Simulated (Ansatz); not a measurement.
# How the bulk modulus of LaTiO3 (Pm-3m, No. 221, 5 atoms in the cell; start mp-8020; a measured phase of this formula has another space group) moves with the method

No measured value is used here.

```json
[
 {"level (code)": "LDA (Ansatz)", "value (GPa)": "217", "cell (Å³/atom)": "11.61"},
 {"level (code)": "PBEsol (Ansatz)", "value (GPa)": "201", "cell (Å³/atom)": "11.92"},
 {"level (code)": "r²SCAN (Ansatz)", "value (GPa)": "199", "cell (Å³/atom)": "12.17"}
]
```

The crystal itself was run without spin with LDA, PBEsol, r²SCAN; a magnetic state was not tried in these runs. LDA, PBEsol, r²SCAN: the run has no spin polarisation, so it can have missed a magnetic state. LDA, PBEsol, r²SCAN: the bulk modulus is −V dP/dV from two relaxed cells at ±2 % in volume. LDA, PBEsol, r²SCAN: the relaxation could not lower the start's symmetry, so the cell can be a saddle point above a distorted one. Each level is taken at its own relaxed cell. Cutoffs differ between the levels. Ansatz's density-functional and Hartree–Fock values are scalar-relativistic unless marked +SOC, with PAW data made under PBE.

A start named mp-… is a Materials Project structure, which need not be a measured phase.

Ansatz is a quantum-chemistry and plane-wave program.
